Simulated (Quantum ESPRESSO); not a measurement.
Quantum ESPRESSO run on LiCuS2 (Pnnm, 8 atoms in the cell): self-consistent single point.

Level of theory: PBEsol, GBRV 1.5 ultrasoft (PBESOL) pseudopotentials (plane waves; Quantum ESPRESSO 7.5).

The change in words: lattice scaled by 0.98. Reference geometry:
```
CELL_PARAMETERS angstrom
      5.96554     0.00000     0.00000
      0.00000     6.65461     0.00000
      0.00000     0.00000     3.37499
ATOMIC_POSITIONS crystal
  Li 0.00000 0.50000 0.50000
  Li 0.50000 0.00000 0.00000
  Cu 0.00000 0.00000 0.00000
  Cu 0.50000 0.50000 0.50000
  S  0.18406 0.85406 0.50000
  S  0.81594 0.14594 0.50000
  S  0.68406 0.64594 0.00000
  S  0.31594 0.35406 0.00000
```

Reference input (self-consistent single point, DFT, PBEsol, plane waves, GBRV 1.5 ultrasoft (PBESOL) pseudopotentials): ecutwfc = 50 Ry; ecutrho = 400 Ry; occupations = fixed; K_POINTS = automatic 3 3 5 0 0 0; nbnd = 40; conv_thr = 1e-11 Ry. This run's input differs from it in these lines:

```diff
@@ -35,5 +35,5 @@
 CELL_PARAMETERS {angstrom}
-   5.965540000     0.000000000     0.000000000
-   0.000000000     6.654610000     0.000000000
-   0.000000000     0.000000000     3.374990000
+   5.846229000     0.000000000     0.000000000
+   0.000000000     6.521518000     0.000000000
+   0.000000000     0.000000000     3.307490000
```

Log, with long lists cut:

```
     Self-consistent Calculation

     iteration #  1     ecut=    50.00 Ry     beta= 0.70

     total energy              =    -920.80329144 Ry
     estimated scf accuracy    <      15.19263676 Ry

     iteration #  2     ecut=    50.00 Ry     beta= 0.70

     total energy              =    -929.10963112 Ry
     estimated scf accuracy    <      47.21591029 Ry

     iteration #  3     ecut=    50.00 Ry     beta= 0.70

     total energy              =    -932.02278321 Ry
     estimated scf accuracy    <       6.23572187 Ry

   [... 14 blocks of this kind left out ...]

     iteration # 18     ecut=    50.00 Ry     beta= 0.70

     total energy              =    -932.13977298 Ry
     estimated scf accuracy    <          2.0E-11 Ry

     iteration # 19     ecut=    50.00 Ry     beta= 0.70
     End of self-consistent calculation

     highest occupied, lowest unoccupied level (ev):     6.8166    7.4166

!    total energy              =    -932.13977298 Ry
     estimated scf accuracy    <          1.2E-13 Ry

     convergence has been achieved in  19 iterations

     Forces acting on atoms (cartesian axes, Ry/au):

     atom    1 type  1   force =     0.00000000    0.00000000    0.00000000
     atom    2 type  1   force =     0.00000000    0.00000000    0.00000000
     atom    3 type  2   force =     0.00000000    0.00000000   -0.00000000
     atom    4 type  2   force =     0.00000000    0.00000000   -0.00000000
     atom    5 type  3   force =     0.00829701   -0.00791719    0.00000000
     atom    6 type  3   force =    -0.00829701    0.00791719    0.00000000
   [... lines left out ...]

     Total force =     0.022937     Total SCF correction =     0.000000

          total   stress  (Ry/bohr**3)                   (kbar)     P=       15.71
   0.00004149   0.00000000   0.00000000            6.10        0.00        0.00
   0.00000000   0.00003609   0.00000000            0.00        5.31        0.00
   0.00000000   0.00000000   0.00024278            0.00        0.00       35.71

   JOB DONE.
```

The run converged in 19 iterations. Against the reference run the free energy falls by 3.9 meV/atom, the pressure goes from -3.11 to 1.57 GPa, the largest force goes from 0.193 to 0.295 eV/Å and the gap on the mesh goes from 0.586 to 0.600 eV.

The starting cell comes from a database of computed structures (which also holds hypothetical and non-ambient phases and stackings), without a prior relaxation at this level. For this run, on top of that: lattice scaled by 0.98.

Cost on one core of a shared machine: roughly 3 min.
